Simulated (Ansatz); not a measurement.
SnO with two functionals, O vacancy

The parent structure is a 24-atom supercell of SnO in the litharge type structure (space group P4/nmm, No. 129; a = 3.836 Å, c = 4.757 Å; layered, stacked along the Cartesian z axis) at its relaxed geometry.

(Cell as relaxed with PBE-D3(BJ).)

Levels (all Ansatz, an electronic-structure program, PAW, earlier PAW set): PBE-D3(BJ) (420 eV, scalar-relativistic without spin-orbit coupling); PBEsol-D3(BJ) (420 eV, without spin-orbit coupling).

Each level relaxes its own structure.

Modification: a neutral O vacancy, atoms relaxed at fixed cell, starting from a slightly rattled geometry.

| quantity | PBE-D3(BJ) | PBEsol-D3(BJ) |
|---|---|---|
| largest displacement of a host atom from its site in the perfect cell | 0.27 Å | 0.25 Å |
| pressure | -0.7 GPa | -0.7 GPa |

The two agree on the pressure. Neither level is exact; PBEsol-D3(BJ) is the comparison here, not a measurement.

The cell is small, so the values are those of an ordered compound at a high defect concentration; dilute-limit values will differ. The final runs are not spin-polarised.
